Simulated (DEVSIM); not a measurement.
System: Si p+/n-/n+ power diode, at 350 K.

Layer 1 from the left is Si, thickness (μm) 1.60, Na (cm⁻³) 6.4e18, τn (s) 1.6e-7, τp (s) 1.6e-7. Layer 2 from the left is Si, thickness (μm) 4.50, Nd (cm⁻³) 4e15, τn (s) 1.6e-7, τp (s) 1.6e-7. Layer 3 from the left is Si, thickness (μm) 1.00, Nd (cm⁻³) 3.7e18, τn (s) 1.6e-7, τp (s) 1.6e-7.

Left contact: ohmic. Right contact: ohmic. Voltage is applied to the left contact. Recombination: SRH at mid-gap, Auger. Mobility is constant in doping.

Constants are typed, rounded textbook-type inputs, not results; the design itself was drawn at random and stands for no fabricated device. Values at 300 K; Nc and Nv go as T^1.5, mobilities as T to minus their exponent, the gap by Varshni's rule with the affinity fixed.

Si: gap (eV) 1.124, affinity (eV) 4.05, permittivity 11.7, Nc (cm⁻³) 2.86e19, Nv (cm⁻³) 3.1e19, μn (cm²/Vs) 1417, μp (cm²/Vs) 470, T exponent of μn 2.3, T exponent of μp 2.2, Cn (cm⁶/s) 2.8e-31, Cp (cm⁶/s) 9.9e-32, Varshni α (eV/K) 0.000473, Varshni β (K) 636.

Simulated with DEVSIM: 1D drift-diffusion, Boltzmann statistics, complete ionisation; no tunnelling, impact ionisation, image-force lowering or self-heating.

Question: What does the simulation give for the dark forward voltage at 100 A/cm², the dark forward voltage at 1 A/cm²?

Answer: dark forward voltage at 100 A/cm² 0.752 V; dark forward voltage at 1 A/cm² 0.563 V.
